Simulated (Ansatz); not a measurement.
WCoPt (model structure, P3m1, No. 156, 3 atoms in the cell), treated with LDA in Ansatz (PAW).

Numerical settings: plane-wave cutoff 520 eV, 24×24×10 k mesh (along the axes of the cell as run), Fermi–Dirac smearing 0.05 eV, spin-polarised with parallel moments, scalar-relativistic PAW data made under PBE.

Cell (relaxed at this level):

```yaml
crystal:
  lattice:
    - [2.69403, 0.00000, 0.00000]
    - [-1.34701, 2.33310, 0.00000]
    - [0.00000, 0.00000, 6.41862]
  atoms:
    - { symbol: Co, position: [0.00000, 0.00000, 0.99298], spin: 1.9 }
    - { symbol: Pt, position: [0.33333, 0.66667, 0.32468], spin: 0.3 }
    - { symbol: W, position: [0.66667, 0.33333, 0.68234] }
```

Q: Predict the bulk modulus.

A: 
* **bulk modulus**: 297 GPa

The run finds no gap.

Note: the magnetic order was assumed, not searched for or taken from measurement; the bulk modulus is −V dP/dV from two relaxed cells at ±2 % in volume; the moments ended far under their starting size, a low-moment state that need not be the lowest; the relaxation could raise the start's symmetry but not lower it, so the cell can be a saddle point.

Spins in the cell block are starting values.

Spin–orbit coupling is not included.

It cost around 15 core-minutes (rough) of CPU time.

A model structure was made by putting elements into a prototype or built by hand; it is no filed structure, need not be a known phase, and can be a saddle point held by its symmetry.

Ansatz is an electronic-structure program.
